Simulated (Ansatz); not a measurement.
Start from CdS in the wurtzite structure (space group P6_3mc, No. 186; a = 4.0741 Å, c = 6.6367 Å). Axes: x lies along a and z along c of the hexagonal cell.

Method: Kohn–Sham DFT with the LDA functional, run in Ansatz (a first-principles code) with PAW and 420 eV plane waves, no spin-orbit coupling.

Perturbation: uniaxial strain ε_zz = −3.00 %, all other strain components held at zero; the atoms relax in the strained cell.

Problem. Predict the stress tensor and what it implies for the stiffness.

Solution. Stress of the strained cell less that of the base (GPa, compression positive):
```
   1.69    0.00    0.00
   0.00    1.69    0.00
   0.00    0.00    3.16
```

Then −Δσ_ii/ε with ε = -0.0300 gives secant stiffness values (nonlinear terms included at this strain): C33 ≈ 105 GPa, C13 ≈ 56 GPa and C23 ≈ 56 GPa.

As a check, the harmonic strain energy −½ V₀ Δσ:ε is 7.1 meV/atom; the computed energy rise is 7.1 meV/atom.

Stability against distortions was not tested.
